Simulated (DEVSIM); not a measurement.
System: abrupt GaAs p-n junction, at 300 K.

Layer 1 from the left is GaAs, thickness (μm) 0.110, Na (cm⁻³) 9.2e16, τn (s) 3.4e-10, τp (s) 3.4e-10. Layer 2 from the left is GaAs, thickness (μm) 0.970, Nd (cm⁻³) 6.3e15, τn (s) 3.4e-10, τp (s) 3.4e-10.

Left contact: ohmic. Right contact: ohmic. Voltage is applied to the left contact. Recombination: SRH at mid-gap, radiative. Mobility is constant in doping.

Constants are typed, rounded textbook-type inputs, not results; the design itself was drawn at random and stands for no fabricated device. Values at 300 K.

GaAs: gap (eV) 1.424, affinity (eV) 4.07, permittivity 12.9, Nc (cm⁻³) 4.7e17, Nv (cm⁻³) 9e18, μn (cm²/Vs) 8500, μp (cm²/Vs) 400, B (cm³/s) 2e-10.

DEVSIM, 1D drift-diffusion, Boltzmann statistics, complete ionisation; no tunnelling, impact ionisation, image-force lowering or self-heating.

**Question.** What does the simulation give for the potential step across the device at zero bias, the largest field in the device at zero bias, the dark forward voltage at 100 A/cm², the dark forward voltage at 1 A/cm²?

**Answer.** potential step across the device at zero bias 1.194 V; largest field in the device at zero bias 44000 V/cm; dark forward voltage at 100 A/cm² 1.052 V; dark forward voltage at 1 A/cm² 0.924 V.
